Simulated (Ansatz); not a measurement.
The starting structures come from a database of crystals and need not be the phases stable at ambient conditions.

 Where the default PAW files enter, the runs use the earlier of Ansatz's two default sets.

Given:

```yaml
crystal:
  lattice:
    - [4.11412, 0.00000, 0.00000]
    - [0.00000, 4.52716, 0.00000]
    - [0.00000, 0.00000, 5.08125]
  atoms:
    - { symbol: Si, position: [0.50000, 0.75000, 0.34769] }
    - { symbol: Si, position: [0.50000, 0.25000, 0.65231] }
    - { symbol: Si, position: [0.00000, 0.25000, 0.15231] }
    - { symbol: Si, position: [0.00000, 0.75000, 0.84769] }
    - { symbol: O, position: [0.73090, 0.57997, 0.61758] }
    - { symbol: O, position: [0.26910, 0.42003, 0.38242] }
    - { symbol: O, position: [0.76910, 0.07997, 0.88242] }
    - { symbol: O, position: [0.23090, 0.92003, 0.11758] }
    - { symbol: O, position: [0.23090, 0.42003, 0.88242] }
    - { symbol: O, position: [0.76910, 0.57997, 0.11758] }
    - { symbol: O, position: [0.26910, 0.92003, 0.61758] }
    - { symbol: O, position: [0.73090, 0.07997, 0.38242] }
```

Space group of this cell: Pbcn. The cell is taken as given; by r2SCAN its mean pressure is -9.8 GPa.

Method: r2SCAN (plane waves, PAW; Ansatz, a program for electronic structure).

The current runs along the normal of the first two printed vectors; no spin-orbit coupling. Scaled by the factor s: all lengths (ions clamped). Meshes 8×8×6 and 8×8 across the current in all rows.

```json
[
 {"s": "0.98", "mean pressure (GPa)": "11.1", "slowest mid-gap decay constant κ (1/Å)": "?"},
 {"s": "1.00", "mean pressure (GPa)": "-9.8", "slowest mid-gap decay constant κ (1/Å)": "0.398"},
 {"s": "1.02", "mean pressure (GPa)": "-25.6", "slowest mid-gap decay constant κ (1/Å)": "0.353"}
]
```

Take the slope of the slowest mid-gap decay constant κ against ln s from the two given rows, extrapolate to s = 0.98, and say what the run there gives.

Slope = (0.353 − 0.398) / ln 1.02 = -2.27 1/Å. The line gives 0.398 + (-2.27) × ln 0.98 = 0.444 1/Å. The run gives 0.445 1/Å, 0.001 1/Å over the line, 2 % of the predicted step.
